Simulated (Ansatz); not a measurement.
The reference is TaAs in the CsCl type structure (space group Pm-3m, No. 221; a = 3.178 Å; a hypothetical phase, not in the database extracts checked; relaxed with 0.1 eV smearing). Axes: x, y, z lie along the cube axes.

Level of theory: Ansatz (a program for electronic structure) PBEsol, without spin-orbit coupling.

Strains are applied to the cell and any free atomic positions relax; under biaxial strain the out-of-plane vector relaxes too.

One change was made to it. Results:

The energy goes up by 16 meV/atom; the shortest interatomic distance drops by 0.087 bohr to 5.115 bohr.

Question: Which change produced these results?
A. biaxial strain −3.90 %, plane normal [110], relaxed out of plane
B. biaxial strain +2.40 %, plane normal [110], relaxed out of plane
C. tensor shear ε_xy = −2.51 %
D. biaxial strain −2.18 %, plane normal [111], relaxed out of plane
E. isotropic strain −0.92 %

Answer: C, tensor shear ε_xy = −2.51 %. For comparison, the energy relative to the base in the other runs: isotropic strain −0.92 % gives +7.7 meV/atom; biaxial strain +2.40 %, plane normal [110], relaxed out of plane gives +22 meV/atom; biaxial strain −3.90 %, plane normal [110], relaxed out of plane gives +73 meV/atom; biaxial strain −2.18 %, plane normal [111], relaxed out of plane gives +20 meV/atom.

Stability against distortions was not tested. The final runs are not spin-polarised.
